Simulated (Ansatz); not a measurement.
## TiAl under a change: Al vacancy, symmetric start

The reference is a 30-atom supercell of TiAl (space group P4/mmm, No. 123; a = 2.797 Å, c = 4.032 Å) at its relaxed geometry.

It is then changed as follows: one Al atom is removed, atoms relaxed at fixed cell.

Calculations: PBEsol (Ansatz, a program for electronic structure, PAW, no spin-orbit coupling), earlier PAW set. k-mesh 5×4×4 (Γ-centred); smearing 0.05 eV (Fermi–Dirac).

The pressure goes from zero to -1.1 GPa and the energy gained by relaxation amounts to 0.02 eV. The largest displacement of a host atom from its site in the perfect cell amounts to 0.03 Å and the mean distance from the defect site to its nearest host atoms stays 2.80 Å.

In so small a cell the defect repeats every few ångströms: this is an ordered compound, not a dilute defect. The defect started on the symmetric site and kept its symmetry, so it may sit on a saddle. All final runs are without spin polarisation. The defect cell is not spin-polarised.
